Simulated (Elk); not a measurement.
Input and output of a self-consistent single point for YbSi (Cmcm, 4 atoms in the cell) (Elk).

Method of the run: PBEsol, all-electron FP-LAPW, Elk's shipped species files, APW+lo basis with extra local orbitals in Elk.

The change in words: lattice scaled by 0.98. Reference geometry:
```
YbSi
1.0
    2.27035    -5.30912     0.00000
    2.27035     5.30912     0.00000
    0.00000     0.00000     3.88198
Yb Si
2 2
Cartesian
  2.27035   3.84104   2.91148
  2.27035  -3.84104   0.97049
  2.27035   0.73637   2.91148
  2.27035  -0.73637   0.97049
```

Reference input (self-consistent single point, DFT, PBEsol, all-electron FP-LAPW, Elk's shipped species files, APW+lo basis with extra local orbitals): xctype = 22; rgkmax = 8; stype = 0; swidth = 0.00367493 Ha; ngridk = 6 6 7; tforce = true; gmaxvr = 18 1/bohr; lmaxapw = 10; lmaxo = 8; nxlo = 2; lorbcnd = true; lradstp = 2. This run's input differs from it in these lines:

```diff
@@ -49,8 +49,8 @@
 scale
-  10.91162849
+  10.69339651
 
 avec
-    0.3931905453   -0.9194570110    0.0000000000
-    0.3931905453    0.9194570110    0.0000000000
-    0.0000000000    0.0000000000    0.6722991925
+    0.3931905411   -0.9194570128    0.0000000000
+    0.3931905411    0.9194570128    0.0000000000
+    0.0000000000    0.0000000000    0.6722990844
```

Log, with long lists cut:

```
│ Self-consistent loop started │
│ Loop number : 1 │
 total energy                :     -28202.9111111
│ Loop number : 2 │
 total energy                :     -28339.6745841
RMS change in Kohn-Sham potential (target) :    1.516291865     (  0.1000000000E-05)
Absolute change in total energy (target)   :    136.7634730     (  0.1000000000E-03)
│ Loop number : 3 │
 total energy                :     -28521.3285753
RMS change in Kohn-Sham potential (target) :   0.8161365544     (  0.1000000000E-05)
Absolute change in total energy (target)   :    215.8448595     (  0.1000000000E-03)
│ Loop number : 4 │
   [... lines left out ...]
Absolute change in total energy (target)   :   0.8397131714E-03 (  0.1000000000E-03)
│ Loop number : 19 │
 total energy                :     -28722.2908408
RMS change in Kohn-Sham potential (target) :   0.7222510036E-06 (  0.1000000000E-05)
Absolute change in total energy (target)   :   0.5518998914E-03 (  0.1000000000E-03)
│ Loop number : 20 │
 total energy                :     -28722.2909904
RMS change in Kohn-Sham potential (target) :   0.1112391610E-06 (  0.1000000000E-05)
Absolute change in total energy (target)   :   0.1159277599E-04 (  0.1000000000E-03)
Convergence targets achieved

│ Loop number : 21 │

Energies :
 Fermi                       :     0.267811138583
 total energy                :     -28722.2910122

Density of states at Fermi energy :    99.93995802
 (states/Hartree/unit cell)

Estimated indirect band gap :   0.4226939110E-03
 from k-point     37 to k-point     39
Estimated direct band gap   :   0.5718609408E-02
 at k-point     38

Charges :
 core                        :    112.0000000
 valence                     :    56.00000000
 interstitial                :    7.121384755
 muffin-tins (core leakage)
  species :    1 (Yb)
   atom    1                 :    68.29914637     (  0.1643959259E-05)
   atom    2                 :    68.29914637     (  0.1643959259E-05)
  species :    2 (Si)
   atom    1                 :    12.14016126     (  0.1703926412E-02)
   [... lines left out ...]
   total force               :     0.00000000    0.01005485    0.00000000
   total magnitude           :     0.01005485
  atom :    2
   Hellmann-Feynman          :     0.00000000   -0.19931277   -0.00000000
   IBS                       :     0.00000000    0.18925791    0.00000000
   total force               :     0.00000000   -0.01005485    0.00000000
   total magnitude           :     0.01005485
```

The run converged in 21 iterations. The count includes the last loop, which Elk runs after its targets are met. Against the reference run the total energy goes down by 33.4 meV/atom.

The starting cell comes from a database of computed structures (which also holds hypothetical and non-ambient phases and stackings), without a prior relaxation at this level. For this run, on top of that: lattice scaled by 0.98. Spin-orbit coupling is off. Spin polarisation is off. Values depend on the basis (sphere radii, cutoffs, local orbitals), which need not be converged. The log's line on a gap gives a spacing of levels on this mesh, which the program prints for metals too.

Cost on one core of a shared machine: roughly 7 min.
